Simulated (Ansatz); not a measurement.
Consider TiAl (space group P4/mmm, No. 123; a = 2.813 Å, c = 4.062 Å; relaxed with 0.1 eV smearing). Axes: x, y, z lie along a, b, c of the conventional cell.

Method: r2SCAN, PAW, 500 eV (Ansatz, a quantum-chemistry and plane-wave program; no spin-orbit coupling).

Before the change:

Pressure: 0.0 GPa
Shortest interatomic distance: 2.813 Å

Now apply this change: a pure shear with ε_xz = ε_zx = 0.0086; the atoms relax in the strained cell.

Problem. Estimate the effect on the energy relative to the base, pressure and shortest interatomic distance.

Solution. The energy grows by 1.8 meV/atom; the pressure (mean of the normal stresses, compression positive) is still 0.0 GPa; the shortest interatomic distance stays 2.813 Å.

No phonon test of stability was made. All final runs are without spin polarisation.
